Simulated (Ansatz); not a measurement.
Consider LiNbO3 (space group R3c, No. 161).

```yaml
crystal:
  lattice:
    - [2.53373, 1.46285, 4.56243]
    - [-2.53373, 1.46285, 4.56243]
    - [0.00000, -2.92570, 4.56243]
  atoms:
    - { symbol: Li, position: [0.28114, 0.28114, 0.28114] }
    - { symbol: Li, position: [0.78114, 0.78114, 0.78114] }
    - { symbol: Nb, position: [0.99752, 0.99752, 0.99752] }
    - { symbol: Nb, position: [0.49752, 0.49752, 0.49752] }
    - { symbol: O, position: [0.10552, 0.36572, 0.71719] }
    - { symbol: O, position: [0.71719, 0.10552, 0.36572] }
    - { symbol: O, position: [0.36572, 0.71719, 0.10552] }
    - { symbol: O, position: [0.21719, 0.86572, 0.60552] }
    - { symbol: O, position: [0.86572, 0.60552, 0.21719] }
    - { symbol: O, position: [0.60552, 0.21719, 0.86572] }
```

Cartesian axes are those of the cell as printed.

Structures relaxed with Ansatz (an electronic-structure program), LDA, PAW, cutoff 420 eV, without spin-orbit coupling.

Base:

Simulated powder pattern, Cu Kα, λ = 1.54184 Å (kinematic, ideal powder, no thermal factors, no anomalous dispersion; the 10 strongest lines at most, above 2 %, up to 2θ = 90°):

```
2θ (°)  I/Imax (%)    hkl
------  ----------  -----
24.09          100  (012)
33.20           39  (104)
35.43           23  (110)
40.73          7.9  (113)
43.30           13  (202)
49.34           18  (024)
54.10           27  (116)
57.14           15  (122)
62.19           14  (214)
63.61           12  (300)
```

After one change:

Simulated powder pattern, Cu Kα, λ = 1.54184 Å (kinematic, ideal powder, no thermal factors, no anomalous dispersion; the 10 strongest lines at most, above 2 %, up to 2θ = 90°):

| 2θ (°) | I/Imax (%) |
|---|---|
| 24.01 | 100 |
| 24.09 | 99 |
| 24.17 | 99 |
| 33.09 | 39 |
| 33.20 | 39 |
| 33.32 | 39 |
| 35.43 | 68 |
| 53.98 | 27 |
| 54.21 | 27 |
| 63.61 | 36 |

What was done to the base?
A. tensor shear ε_xz = +1.20 %
B. tensor shear ε_xz = +1.60 %
C. tensor shear ε_xz = +0.40 %

C, tensor shear ε_xz = +0.40 %. Its volume per atom is 10.15 Å³ against 10.15 Å³, and its space group is P1 (No. 1).

The cells carry an imposed strain or load. No phonon test of stability was made.
